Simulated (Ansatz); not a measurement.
Structure of amorphous Si₃₂O₃₂ (periodic cell):

```xyz
64
Lattice="10.2630 0.0000 0.0000 0.0000 10.2630 0.0000 0.0000 0.0000 10.2630" Properties=species:S:1:pos:R:3 pbc="T T T"
Si     2.0365     5.3712     9.7072
Si     9.5141     7.6600     2.5022
Si     4.6435     8.0618     8.3144
Si     7.2436     2.0750     5.2944
Si     1.2114     0.5251     6.0387
Si     4.7922     2.9444     7.9848
Si     0.8577     5.1630     4.9985
Si     0.4254     0.7271     0.7652
Si     7.4805     2.9673     0.7658
Si     4.0597     0.5136     5.3457
Si     6.5735     0.0076     6.1225
Si     3.5398     7.7479     0.1576
Si     8.0806     3.4744     3.0201
Si     7.3149     8.3916     0.4988
Si     5.0636     1.1557     1.6746
Si     0.4737     0.0280     2.9166
Si     4.2731     9.4129     2.5220
Si     9.7997     3.0633     6.8209
Si     5.1652     2.8249     4.4389
Si     4.4662     3.4243    10.2429
Si     9.9532     3.7200     0.5804
Si     6.6665     0.6010    10.2589
Si     7.6962     4.1837     7.7355
Si     0.7522     9.2594     8.2026
Si     5.3075     0.3739     8.0665
Si     5.6668     7.4818     2.0446
Si     8.0491     8.5336     6.9028
Si     6.4494     4.9505     3.9833
Si     3.2199     5.5408     6.8903
Si     8.4512     6.9402     5.2007
Si    10.1995     4.5859     2.8063
Si     6.9253     7.3373     8.5647
O      9.2230     3.7312     8.2316
O      3.9810     2.1038     0.8239
O      8.3906     7.6382     3.7022
O      0.6307     3.8851     6.0036
O      8.2770     2.0859     3.9837
O      8.2199     3.3612     6.1882
O      1.6655     0.6668     1.9263
O      3.2440     4.5098     0.1459
O      0.4724     8.6370     2.9807
O      8.8434     8.2227     1.1242
O      4.6572     6.7976     0.9086
O      3.6418     9.7597     4.0330
O      2.3870     5.6438     5.4562
O      5.5466     2.1307     2.9214
O      7.3454     5.6890     8.1872
O      9.9819     6.3030     5.3954
O      0.2976     2.2455     0.1784
O      4.1727     4.1655     6.9667
O      5.9370     6.2072     3.0512
O      7.2662     5.7575     5.2403
O      9.4824     9.0240     7.5961
O      0.5773    10.0476     9.6851
O      0.0781     1.5575     6.8399
O      2.1361     5.3453     8.0849
O      2.1442     6.9070    10.2465
O      6.4485     3.1989     7.9265
O      0.5543     4.8316    10.0113
O      4.0330     6.9549     7.1550
O      3.2681     8.9652     1.2297
O     10.0479     6.1629     2.2384
O      6.0242     3.8414     0.4796
O      0.5967     0.5494     4.4737
```

Calculation: PBE, scalar-relativistic without spin-orbit coupling (plane waves to 420 eV, PAW; Ansatz, a program for electronic structure). The usual formal charges leave 64 electrons over, so the level spacing at the Fermi energy parts defect or band states and needn't be the band gap.

Preparation: random packing, a CHGNet melt and quench, and a DFT relaxation. O atoms were pushed apart under 1.9 Å during the dynamics, to hinder bonds among them. The hot cell started wider than the set density and was brought back towards it in steps. It is the lowest in DFT energy of 2 quenches. It is a model cell: composition and starting density were chosen by hand, and all elements were melted together. No dispersion term was used. Its density started from a set value of 2.17 and ended at 2.17 g/cm³. Cooling (nominally 290 K/ps over its main leg) ran many orders faster than in experiment, which tends to leave more defects and strain. One small periodic cell is one sample of the glass; other quenches scatter about these values. The volume was held where the preparation left it, at a PBE pressure of -1.0 GPa (tension). Stress components on the final sampling reach 2.5 GPa. On a 2×2×2 Γ-centred mesh force components of up to 0.19 eV/Å stay, since the relaxation ran on the zone centre alone.

Bonds are counted up to Si-Si 2.60 Å, Si-O 2.00 Å, O-O 1.58 Å. Two cations that share two anions don't count as bonded, nor two that share one unless they lie closer than Si-Si 2.38 Å.

Question: Give the coordination numbers, mean bond lengths and angles.

Answer: 
```yaml
Mean coordination of Si by anions: 2.03 (3 with 0, 9 with 1, 9 with 2, 6 with 3, 5 with 4); 46 close contacts or bonds to cations besides
Mean coordination of O: 2.03 (31 with 2, 1 with 3)
Mean Si-O bond: 1.667 Å (spread 0.045 Å, 65 counted)
Mean Si-Si bond: 2.406 Å (spread 0.078 Å, 23 counted)
Bond angle at Si: mean 108.4°, spread 13.6°
Bond angle at O: mean 136.7°, spread 20.7°
```

Question: Which atoms depart from the most common coordination of their element?

Answer: Si3 has 3 (O60 1.72 Å, Si12 2.40 Å, Si32 2.41 Å; Si25 at 2.67 Å just beyond); Si5 has 2 (O64 1.68 Å, O55 1.73 Å; Si24 at 2.69 Å just beyond); Si6 has 3 (O58 1.68 Å, O50 1.71 Å, Si20 2.33 Å; Si25 at 2.62 Å just beyond); Si9 has 3 (O63 1.72 Å, Si13 2.39 Å, Si21 2.59 Å; Si22 at 2.62 Å just beyond); Si10 has 1 (O44 1.71 Å; Si19 at 2.72 Å just beyond; Si11 at 2.68 Å just beyond); Si11 has 3 (Si4 2.33 Å, Si25 2.35 Å, Si27 2.41 Å; Si10 at 2.68 Å just beyond); Si14 has 3 (O42 1.66 Å, Si26 2.44 Å, Si32 2.47 Å; Si22 at 2.60 Å just beyond); Si19 has 3 (O46 1.71 Å, Si4 2.37 Å, Si28 2.52 Å; Si10 at 2.72 Å just beyond); Si22 has 2 (Si15 2.39 Å, Si25 2.59 Å; Si14 at 2.60 Å just beyond; Si9 at 2.62 Å just beyond); Si24 has 2 (O53 1.67 Å, O54 1.69 Å; Si5 at 2.69 Å just beyond); Si25 has 2 (Si11 2.35 Å, Si22 2.59 Å; Si3 at 2.67 Å just beyond; Si6 at 2.62 Å just beyond); O38 has 3 (Si18 1.73 Å, Si23 1.83 Å, Si4 1.85 Å).
